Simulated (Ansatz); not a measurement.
System: CsCl-type NiAl. Method: LDA (Ansatz, a program for electronic structure, PAW).

Run with plane-wave cutoff 520 eV, 22×22×22 k mesh, Fermi–Dirac smearing 0.075 eV (set by the program), no spin polarisation, scalar-relativistic PAW data made under PBE.

Computed at the level's own relaxed cell.

```
CELL_PARAMETERS angstrom
      2.83248     0.00000     0.00000
      0.00000     2.83248     0.00000
      0.00000     0.00000     2.83248
ATOMIC_POSITIONS crystal
  Al 0.50000 0.50000 0.50000
  Ni 0.00000 0.00000 0.00000
```

Give the elastic tensor (Voigt notation, GPa, ions relaxed, in the Cartesian axes of the cell as printed).


```
  241.8   158.1   158.1     0.0     0.0     0.0
  158.1   241.8   158.1     0.0     0.0     0.0
  158.1   158.1   241.8     0.0     0.0     0.0
    0.0     0.0     0.0   133.6     0.0     0.0
    0.0     0.0     0.0     0.0   133.6     0.0
    0.0     0.0     0.0     0.0     0.0   133.6
```

Static lattice: no zero-point or thermal effects.
